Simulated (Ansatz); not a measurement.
Adsorption energy and surface dipole of O on the 1x1 (111) surface of fcc Rh, one in a 2x2 cell, started at the site 'hollow Rh-Rh-Rh over Rh at depth 4.4 Å', worked from the runs' numbers; total energies count from the potentials' own zero.

Method: RPBE, at the PBE geometry (plane waves to 420 eV, PAW; Ansatz, a quantum-chemistry and plane-wave program).

Slab: 17 atoms, 6.5 Å thick at the start under the adsorbate (thin: gaps and levels are the slab's own); k 6x6x1, smearing 0.1 eV, dipole-corrected; single point; on the structure that PBE left under its start's symmetry; no spin, no spin-orbit, no U, no dispersion correction. At the end it is bonded to 3 Rh. In PBE it is, or lies within 0.03 eV of, the lowest of the starts that converged; the order may differ at this level.

```json
[
 {"quantity": "slab with the adsorbate", "value": "-103128.802 eV"},
 {"quantity": "clean slab, same cell and mesh", "value": "-102560.147 eV"},
 {"quantity": "reference, ½ O2(g)", "value": "-566.945 eV"},
 {"quantity": "area of the cell", "value": "25.41 Å²"},
 {"quantity": "change of the step from the bottom to the top vacuum level", "value": "0.510 eV"}
]
```

Q: What is the adsorption energy against this reference?

A: E(slab + adsorbate) − E(slab) − E(reference) = -1.71 eV, so in this state the adsorbate is more stable than in the reference, at a coverage of 3.94 a nm².

Q: What dipole does adsorption add to the slab along the outward normal (Helmholtz relation, ε₀ = 0.005526 e/(V·Å))?

A: p = −ε₀·A·ΔV = -0.072 e·Å = -0.34 D; its negative end points to the vacuum, which raises the vacuum level.
